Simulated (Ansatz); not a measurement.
Take TiAl (space group P4/mmm, No. 123; a = 2.8239 Å, c = 4.0746 Å; relaxed with 0.1 eV smearing) as the base. Axes: x, y, z lie along a, b, c of the conventional cell.

Level of theory: PBE/PAW in Ansatz (a program for electronic structure), no SOC, earlier PAW set.

Base values:

Volume per atom: 16.25 Å³

Modification: compressive biaxial strain of 2.15 % in the plane normal to [001], as in epitaxy on a mismatched substrate; the out-of-plane cell vector and the atoms relax.

Q: Predict the new volume per atom.

A: The volume per atom shrinks by 0.362 Å³ (16.25 Å³ → 15.88 Å³).

Whether these cells are dynamically stable was not tested. The final runs are not spin-polarised.
